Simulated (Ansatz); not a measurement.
Cells marked so need not be the phases stable at ambient conditions, and some may be hypothetical.

 Where the default PAW files enter, the runs use the earlier of Ansatz's two default sets.

The gap is the functional's own, uncorrected, and κ follows it; spin-orbit coupling is left out. Mid-gap values are interpolated between the computed energies.

A. AlGaP2 (P-4m2, not sure to be the ambient phase, 4 atoms a cell, 20.4 Å³ an atom), along the normal of (001)
B. MoSe$_{2}$ (R3m, not sure to be the ambient phase, 3 atoms a cell, 19.7 Å³ an atom), along the normal of (101)
C. Pb2SeS (R-3m, not sure to be the ambient phase, 4 atoms a cell, 27.5 Å³ an atom), along the normal of (110)

Task: Order them by mid-gap decay constant of the slowest evanescent state (highest first) at the level PBEsol in Ansatz (an electronic-structure program).

Result: B (0.20 1/Å), A (0.16 1/Å), C (0.04 1/Å)
